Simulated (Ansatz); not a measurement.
Reference: monolayer GeSe, HSE06, rigid bands (plane waves, PAW, scalar-relativistic; Ansatz, a first-principles code); geometry: cell and atoms relaxed with PBE.

```
CELL_PARAMETERS angstrom
      3.97348     0.00000     0.00000
      0.00000     4.27926     0.00000
      0.00000     0.00000    18.83059
ATOMIC_POSITIONS crystal
  Ge 0.75000 0.89407 0.56429
  Ge 0.25000 0.39407 0.43571
  Se 0.25000 0.48053 0.56912
  Se 0.75000 0.98053 0.43088
```

- band gap = 1.57 eV
- electron conductivity mass = 0.178 mₑ

Question: Swap Ge for Sn, keeping the structure type. How do these values move?

Answer: band gap falls (1.57 eV to 1.37 eV); electron conductivity mass falls (0.178 mₑ to 0.145 mₑ).

Question: Swap Se for S, keeping the structure type. How do these values move?

Answer: band gap rises (1.57 eV to 2.48 eV); electron conductivity mass rises (0.178 mₑ to 0.34 mₑ).

Moves up to 5 % count as about the same. Masses are for dilute carriers at 300 K, harmonic means over directions unless an axis is named. Spin-orbit coupling is left out.
